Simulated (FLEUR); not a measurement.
FLEUR run on Nb6GePt (Pm-3, 8 atoms in the cell): self-consistent single point.

Level of theory: LDA (Perdew-Zunger), all-electron FLAPW (FLEUR), scalar-relativistic valence.

The change in words: lattice scaled by 0.98. Reference geometry:
```
Nb6GePt
1.0
    5.06625     0.00000     0.00000
    0.00000     5.06625     0.00000
    0.00000     0.00000     5.06625
Nb Ge Pt
6 1 1
Direct
  0.00000   0.50000   0.74989
  0.00000   0.50000   0.25011
  0.74989   0.00000   0.50000
  0.25011   0.00000   0.50000
  0.50000   0.74989   0.00000
  0.50000   0.25011   0.00000
  0.00000   0.00000   0.00000
  0.50000   0.50000   0.50000
```

Reference input (self-consistent single point, DFT, LDA (Perdew-Zunger), all-electron FLAPW (FLEUR), scalar-relativistic valence): Kmax = 3.8 1/bohr; GmaxXC = 13.3 1/bohr; xcFunctional = pz; jspins = 1; l_soc = F; mode = gauss; fermiSmearingEnergy = 0.00367493 Htr; mesh (inpgen div1-3) = 5 5 5; inpgen gamma flag = false; Gmax = 13.3 1/bohr; numbands = 0; maxIterBroyd = 99. This run's input differs from it in these lines:

```diff
@@ -3,5 +3,5 @@
 &input film=f /
-9.5738230892 0.0000000000 0.0000000000
-0.0000000000 9.5738230892 0.0000000000
-0.0000000000 0.0000000000 9.5738230892
+9.3823465896 0.0000000000 0.0000000000
+0.0000000000 9.3823465896 0.0000000000
+0.0000000000 0.0000000000 9.3823465896
 1.0
@@ -50,5 +50,5 @@
          <bravaisMatrix>
-            <row-1>    9.5738230891999994     0.0000000000000000     0.0000000000000000</row-1>
-            <row-2>    0.0000000000000000     9.5738230891999994     0.0000000000000000</row-2>
-            <row-3>    0.0000000000000000     0.0000000000000000     9.5738230891999994</row-3>
+            <row-1>    9.3823465895999991     0.0000000000000000     0.0000000000000000</row-1>
+            <row-2>    0.0000000000000000     9.3823465895999991     0.0000000000000000</row-2>
+            <row-3>    0.0000000000000000     0.0000000000000000     9.3823465895999991</row-3>
          </bravaisMatrix>
```

Output, abridged:

```
 Iteration:     1   Distance:      16.34789088 me/bohr^3
 Iteration:     2   Distance:      13.91719663 me/bohr^3
 Iteration:     3   Distance:       8.01325071 me/bohr^3
 Iteration:     4   Distance:       4.65545355 me/bohr^3
 Iteration:     5   Distance:       3.48580437 me/bohr^3
   [... 11 lines left out ...]
 Iteration:    17   Distance:       0.00036134 me/bohr^3
 Iteration:    18   Distance:       0.00003981 me/bohr^3
 Iteration:    19   Distance:       0.00003294 me/bohr^3
 Iteration:    20   Distance:       0.00000628 me/bohr^3
 Reset of history
 Run finished successfully
 Stop message:
   Structural relaxation: new displacements generated

[file out, last iteration]
             iter=     21
[...]
          total density-effective poten   -7.2958379108E+04
          total charge density-energy d   -1.1144802215E+03
 Updated energy parameters for spin:           1
[...]
 fermi energy and band-weighting factors:
   [... 8 lines left out ...]

[...]
FERMIE:
          first approx. to ef    (T=0)  :   0.587127 htr   (energy of the highest occ. eigenvalue)
          number of occ. states  (T=0)  :        595
          first approx. to seigv (T=0)  : -27.141083 htr
          sum of weights of occ. states :  54.032000
          sum of semicore charge        :   0.000000 e
          fermi energy=   0.58840 har   work function= -16.01123 ev
   [... lines left out ...]
          total moment                 =     0.00000
 Direct bandgap for spin            1 :    6.2567771162069796E-003  Htr
 ---->    free energy=                    -43431.3500053420 htr
   [... lines left out ...]
 TOTAL FORCE FOR ATOM TYPE=  1  X=  0.000   Y=  4.691   Z= -2.347
                       FX_TOT= 0.000000 FY_TOT= 0.000000 FZ_TOT=-0.009938
 TOTAL FORCE FOR ATOM TYPE=  2  X=  0.000   Y=  0.000   Z=  0.000
                       FX_TOT= 0.000000 FY_TOT= 0.000000 FZ_TOT= 0.000000
 TOTAL FORCE FOR ATOM TYPE=  3  X=  4.691   Y=  4.691   Z=  4.691
                       FX_TOT= 0.000000 FY_TOT= 0.000000 FZ_TOT= 0.000000
```

The run converged in 20 iterations. FLEUR gives forces in its relaxation mode, with a further iteration, so its stop message speaks of a relaxation. 

The starting cell comes from a database of computed structures (which also holds hypothetical and non-ambient phases and stackings), without a prior relaxation at this level. Its lattice was rescaled by a random factor within 2.5 % of one. For this run, on top of that: lattice scaled by 0.98. Spin-orbit coupling is off. Spin polarisation is off. Values depend on the basis (sphere radii, cutoffs, local orbitals), which need not be converged. The log's line on a gap gives a spacing of levels on this mesh, which the program prints for metals too.

These are the values that this program gave, and no reference: the default basis lacks the next d shell.

Cost on one core of a shared machine: roughly 80 s.
